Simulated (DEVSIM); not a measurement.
System: Schottky contact on n-type GaN, at 300 K.

Layer 1 from the left is GaN, thickness (μm) 1.90, Nd (cm⁻³) 2e15, τn (s) 5.3e-10, τp (s) 5.3e-10.

Left contact: Schottky, work function 5.6 eV, emission velocity 8.3e6 cm/s. Right contact: ohmic. Voltage is applied to the left contact. Recombination: SRH at mid-gap, radiative, Auger. Mobility is constant in doping.

The device is made up for the run: typed textbook-type constants, with dimensions and the other settings drawn at random. Values at 300 K.

GaN: gap (eV) 3.43, affinity (eV) 4.1, permittivity 9.5, Nc (cm⁻³) 2.3e18, Nv (cm⁻³) 4.6e19, μn (cm²/Vs) 1200, μp (cm²/Vs) 100, B (cm³/s) 1e-11, Cn (cm⁶/s) 1e-30, Cp (cm⁶/s) 1e-30.

Problem. Estimate by hand the built-in potential, the peak field at zero bias, the capacitance at -1.5 V, and compare with a numerical solution.

Solution. 
- Built-in potential: barrier φB = 1.500 eV; Vbi = φB − kT/q ln(N_band/N) = 1.318 V; numerical 1.318 V.
- Peak field at zero bias: depletion approximation: W = √(2εVbi/(qN)) = 0.832 μm with N = 2.00e15 cm⁻³; field = 2Vbi/W = 31700 V/cm; numerical 31400 V/cm (estimate above by 1.0 %).
- Capacitance at -1.5 V: C = √(qεN / 2(Vbi + |V|)) = 6.92 nF/cm²; numerical 6.95 nF/cm².

DEVSIM, 1D drift-diffusion, Boltzmann statistics, complete ionisation; no tunnelling, impact ionisation, image-force lowering or self-heating. Metal contacts follow the ideal Schottky-Mott rule: no Fermi-level pinning, no interface dipoles.
